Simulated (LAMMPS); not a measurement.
Melts of Cu (fcc) with 75 % of Cu sites Au cooled to 300 K at several rates.

Model: classical MD, pair style eam, the elements' _u3.eam files (universal-3 set of Foiles, Baskes and Daw); code LAMMPS.

| cooling rate (K/s) | energy above the crystal | state | density | coordination number of Au by Cu | rough cost |
|---|---|---|---|---|---|
| 1e+12 | 0.030 eV/atom | glass | 16.8 g/cm³ (one sample) | 3.27 (counted to 3.58 Å) | 24 core-minutes |
| 1e+13 | 0.033 eV/atom | glass | 16.8 g/cm³ (one sample) | 3.26 (counted to 3.58 Å) | 7 core-minutes |
| 1e+14 | 0.035 eV/atom | glass | 16.8 g/cm³ (one sample) | 3.12 (counted to 3.54 Å) | 2.2 core-minutes |

Costs are rough and include melting and analysis.
